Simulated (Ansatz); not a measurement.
H2O on the 1x1 (101) surface of tetragonal HfO2 (a metastable polymorph) (cut with top plane O), one in a 2x1 cell, started at the site 'top Hf'

Host crystal: tetragonal HfO2, with a band gap (PBE, scalar-relativistic without spin-orbit coupling).

Calculation: PBE (plane waves to 420 eV, PAW; Ansatz, a program for electronic structure).

Model: 39-atom slab, 7.6 Å thick at the start under the adsorbate (thin: gaps and levels are the slab's own), 3x3x1 mesh, Fermi-Dirac 0.01 eV, dipole correction, 16 atoms held, the rest relaxed; no symmetry held; no spin, no spin-orbit, no U, no dispersion correction. At the end it is bonded to Hf. In PBE this state lies 1.07 eV over the lowest of the starts that converged ('over O at depth 1.5 Å', where the adsorbate came apart).

The adsorption energy against H2O(g) comes out as -0.49 eV. The change of the step from the bottom to the top vacuum level, against the clean slab is -0.60 eV and the energy released by relaxation comes out as 0.33 eV. The height of the binding atom over the mean of the host atoms within 0.3 Å of the top one is 170.2 pm and the nearest host atoms of the binding atom is Hf at 2.42 Å, O at 2.64 Å, O at 2.70 Å. The largest move of a host atom is 0.20 Å.

A negative adsorption energy means that the adsorbate is more stable on the surface than in its reference.
